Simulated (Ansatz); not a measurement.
Input:

```xyz
2
Lattice="0.0000 2.1782 2.1455 2.1782 0.0000 2.1455 2.1782 2.1782 0.0000" Properties=species:S:1:pos:R:3 pbc="T T T"
Si     0.0000     0.0000     0.0000
C      1.0891     1.0891     1.0727
```

No spin polarisation.

The values are results of r2SCAN (Ansatz, a program for electronic structure, PAW, no spin-orbit coupling), not measurements. Γ-centred 13×13×13 mesh, Fermi–Dirac width 0.05 eV.

Problem. What hole mass does the calculation give?

Solution. 0.37 mₑ along z, 0.57 mₑ across (at Γ).

Problem. Estimate the gap character.

Solution. Indirect, Γ → M.

Problem. Predict the band gap.

Solution. 1.54 eV.

Problem. Predict the valence-band top at Γ (three highest levels, from the VBM).

Solution. 0.00, -0.10, -0.10 eV.

The cells carry an imposed strain or load. Effective masses come from finite differences of ±0.01 Å⁻¹. No phonon test of stability was made. The cell was made from SiC in the zinc blende structure (space group F-43m, No. 216) by this change: uniaxial strain ε_zz = −1.50 %.
